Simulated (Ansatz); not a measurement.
WAg (model structure, P4/mmm, No. 123, 2 atoms in the cell) was calculated with r²SCAN (Ansatz, a quantum-chemistry and plane-wave program, PAW).

Input:

Ansatz 0.2 input:
```yaml
crystal:
  lattice:
    - [2.6510715676, 0.0, 0.0]
    - [0.0, 2.6510715676, 0.0]
    - [0.0, 0.0, 4.5158907132]
  atoms:
    - { symbol: Ag, position: [0.0, 0.0, 0.0] }
    - { symbol: W, position: [0.5, 0.5, 0.5] }
basis:
  ecutwfc: 560
  ecutrho_ratio: 4
  xc_grid: 3
kpoints:
  mp_grid: { grid: [20, 20, 14] }
hamiltonian:
  xc: r2scan
  dispersion: none
  pseudopotentials: { kind: paw }
scf:
  occupations: { method: fermi_dirac, width: 0.05 }
output:
  forces: true
  stress: true
  eigenvalues: true
relax:
  f_tol: 0.004
  escape_saddle: false
  max_steps: 80
  cell: { stress_tol: 0.02, fix: [volume] }
```

The run printed, among other lines:

```
Relaxation: its limit of steps is 80 (relax.max_steps)
Crystal: 2 atoms, lattice volume = 31.738 Å³
Basis set: ecut = 560 eV, 953 PW (Γ), exchange–correlation on 72×72×108 points (27 copies of the dense FFT grid, shifted against one another)
Bands: 21, of which v1, the nominal top of the filled ones, is band 17 counted from 1 (16 counted from 0)
Symmetry: 16 space group operations
Space group: P4/mmm (ITA 123), of the structure as read, at distance tolerance 3.2e-5 Å
k-points: 528 of 5600
Functional: x = r2scan, c = r2scan; τ floored in thin density (d = 2e-4 eV/Å³)
SCF iter   1: F=—  HF=-17999.702296 eV  |F-HF|=—  |Δ(HF+E_count)|=         —  Δρ=8.15e-3  dr2=1.64e-2  dr2_τ=3.26e-2
SCF iter   2: F=—  HF=-17999.721599 eV  |F-HF|=—  |Δ(HF+E_count)|=   1.93e-2  Δρ=4.56e-3  dr2=3.32e-3  dr2_τ=6.11e-4
  ...
SCF 1 converged in 7 iterations: F = -17999.722323 eV  dr2 = 4.25e-8
Crystal: 2 atoms, lattice volume = 31.738 Å³
Basis set: ecut = 560 eV, 945 PW (Γ), exchange–correlation on 72×72×108 points (27 copies of the dense FFT grid, shifted against one another)
Initial density: handed on by an earlier stage of this run
SCF 2 converged in 5 iterations: F = -17999.722614 eV  dr2 = 3.41e-8
Crystal: 2 atoms, lattice volume = 31.738 Å³
SCF 3 converged in 4 iterations: F = -17999.722646 eV  dr2 = 1.05e-7
Crystal: 2 atoms, lattice volume = 31.738 Å³
SCF iter   5: F=—  HF=-17999.722641 eV  |F-HF|=—  |Δ(HF+E_count)|=  1.93e-10  Δρ=2.54e-7  dr2=1.14e-11  dr2_τ=2.89e-12
SCF iter   6: F=-17999.722641 eV  HF=-17999.722641 eV  |F-HF|=7.28e-12  |Δ(HF+E_count)|=  3.64e-12  Δρ=8.79e-8  dr2=2.25e-12  dr2_τ=4.23e-13
SCF 4 converged in 6 iterations: F = -17999.722641 eV  dr2 = 2.25e-12
SCF converged after 6 iterations
Free energy (F): -17999.722641 eV
Internal energy: -17999.712241 eV  (E = F + TS)
E sigma→0 (E₀):  -17999.717441 eV
Fermi energy:    20.670437 eV
--- Forces (eV/Å), atoms counted from 1 ---
  atom   1  Ag     0.00000000     0.00000000     0.00000000
  atom   2  W     -0.00000000    -0.00000000     0.00000000
--- Stress (GPa, compression-positive) ---
        4.303541      -0.000000      -0.000000
       -0.000000       4.303541       0.000000
       -0.000000       0.000000       4.303240
  P = ⅓ Tr σ = 4.3034 GPa (43.034 kbar)
```

The cell is one volume of an energy–volume scan, off the minimum.

The PAW data were made under PBE.

Note: the run has no spin polarisation, so it can have missed a magnetic state. Note: the relaxation could raise the start's symmetry but not lower it, so the cell can be a saddle point.

The result took around 3.0 core-minutes (rough).

A model structure was made by putting elements into a prototype or built by hand; it is no filed structure, need not be a known phase, and can be a saddle point held by its symmetry.
